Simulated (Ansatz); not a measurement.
Electronic density of states of amorphous Al30O48H6, density 2.82 g/cm³, on a 2×2×2 Γ-centred mesh with a Gaussian width of 0.1 eV; energies count from the Fermi level, whose place inside the gap is arbitrary. Cell and mesh are small, so fine structure isn't converged. Level of theory: PBE, scalar-relativistic without spin-orbit coupling (plane waves to 420 eV, PAW; Ansatz, a program for electronic structure). Sampling: a 2×2×2 Γ-centred mesh; Fermi-Dirac width 0.02 eV; no spin polarisation. At PBE the levels at the filled edge of the gap are localised (band-tail or defect states), and the nearest spread-out levels lie 4.0 eV apart at the zone centre.

The cell was made by melting and quenching with the CHGNet potential and then relaxed with DFT. O atoms were pushed apart under 1.9 Å during the dynamics, to hinder bonds among them. The hot cell started wider than the set density and was brought back towards it in steps. It is the lowest in DFT energy of 2 quenches. It is a model cell: composition and starting density were chosen by hand, and all elements were melted together. No dispersion term was used. Its density started from a set value of 3.01 and ended at 2.82 g/cm³. The quench (nominally 1800 K/ps over its main leg) was far faster than any real one, so the model tends to hold more defects than a real film. A cell of this size samples the disorder only roughly. Volume and shape were free in the relaxation.

```tsv
E - EF (eV)	states/(eV atom)
-12.00	0.00
-11.90	0.00
-11.80	0.00
-11.70	0.00
-11.60	0.00
-11.50	0.00
-11.40	0.00
-11.30	0.00
-11.20	0.00
-11.10	0.00
-11.00	0.00
-10.90	0.00
-10.80	0.00
-10.70	0.00
-10.60	0.00
-10.50	0.00
-10.40	0.00
-10.30	0.00
-10.20	0.00
-10.10	0.00
-10.00	0.01
-9.90	0.06
-9.80	0.12
-9.70	0.04
-9.60	0.00
-9.50	0.00
-9.40	0.00
-9.30	0.00
-9.20	0.00
-9.10	0.00
-9.00	0.01
-8.90	0.06
-8.80	0.14
-8.70	0.20
-8.60	0.22
-8.50	0.16
-8.40	0.19
-8.30	0.26
-8.20	0.30
-8.10	0.31
-8.00	0.32
-7.90	0.31
-7.80	0.32
-7.70	0.35
-7.60	0.35
-7.50	0.38
-7.40	0.43
-7.30	0.40
-7.20	0.40
-7.10	0.43
-7.00	0.38
-6.90	0.34
-6.80	0.38
-6.70	0.41
-6.60	0.42
-6.50	0.39
-6.40	0.43
-6.30	0.48
-6.20	0.47
-6.10	0.49
-6.00	0.52
-5.90	0.57
-5.80	0.57
-5.70	0.53
-5.60	0.57
-5.50	0.59
-5.40	0.56
-5.30	0.58
-5.20	0.54
-5.10	0.57
-5.00	0.61
-4.90	0.59
-4.80	0.57
-4.70	0.58
-4.60	0.62
-4.50	0.65
-4.40	0.65
-4.30	0.68
-4.20	0.67
-4.10	0.68
-4.00	0.66
-3.90	0.69
-3.80	0.70
-3.70	0.62
-3.60	0.66
-3.50	0.69
-3.40	0.68
-3.30	0.64
-3.20	0.58
-3.10	0.55
-3.00	0.58
-2.90	0.63
-2.80	0.64
-2.70	0.61
-2.60	0.54
-2.50	0.46
-2.40	0.40
-2.30	0.39
-2.20	0.44
-2.10	0.41
-2.00	0.25
-1.90	0.11
-1.80	0.04
-1.70	0.16
-1.60	0.22
-1.50	0.07
-1.40	0.00
-1.30	0.00
-1.20	0.00
-1.10	0.00
-1.00	0.00
-0.90	0.00
-0.80	0.00
-0.70	0.00
-0.60	0.00
-0.50	0.00
-0.40	0.00
-0.30	0.00
-0.20	0.00
-0.10	0.00
0.00	0.00
0.10	0.00
0.20	0.00
0.30	0.00
0.40	0.00
0.50	0.00
0.60	0.00
0.70	0.00
0.80	0.00
0.90	0.00
1.00	0.00
1.10	0.00
1.20	0.00
1.30	0.00
1.40	0.00
1.50	0.01
1.60	0.01
1.70	0.00
1.80	0.00
1.90	0.00
2.00	0.00
2.10	0.01
2.20	0.04
2.30	0.04
2.40	0.02
2.50	0.03
2.60	0.06
2.70	0.06
2.80	0.04
2.90	0.05
3.00	0.06
3.10	0.06
3.20	0.06
3.30	0.06
3.40	0.05
3.50	0.08
3.60	0.07
3.70	0.06
3.80	0.10
3.90	0.13
4.00	0.15
4.10	0.15
4.20	0.16
4.30	0.17
4.40	0.14
4.50	0.16
4.60	0.19
4.70	0.13
4.80	0.14
4.90	0.20
5.00	0.22
5.10	0.26
5.20	0.27
5.30	0.25
5.40	0.28
5.50	0.31
5.60	0.34
5.70	0.37
5.80	0.35
5.90	0.35
6.00	0.36
6.10	0.34
6.20	0.33
```

The level gap on this mesh is 3.15 eV; the broadening fills part of it in the curve.
